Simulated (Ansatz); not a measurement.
Start from KTaO3 in the cubic perovskite structure (space group Pm-3m, No. 221; a = 4.023 Å).

The change: hydrostatic tension (pressure −2 GPa).

Levels (all Ansatz, a first-principles code, PAW, earlier PAW set): PBE (420 eV, no spin-orbit coupling); r2SCAN (500 eV, no spin-orbit coupling); HSE06 (420 eV, scalar-relativistic without spin-orbit coupling); PBE+SOC (420 eV, spin-orbit coupling included).

At the geometry relaxed with PBE, these levels gave the following band gaps, in shuffled order: (a) 2.00 eV, (b) 3.48 eV, (c) 2.15 eV, (d) 2.54 eV.

**Question.** Match each gap to its level.

**Answer.** (a) PBE+SOC; (b) HSE06; (c) PBE; (d) r2SCAN.

Single points use the geometry relaxed with PBE. HSE06 gaps are upper bounds (no full band path). The spin-orbit shifts are approximate. With Ta present, leaving out spin-orbit coupling can change the band edges. Load acts through the strain it causes; cell and atoms are relaxed under it. No phonon test of stability was made.
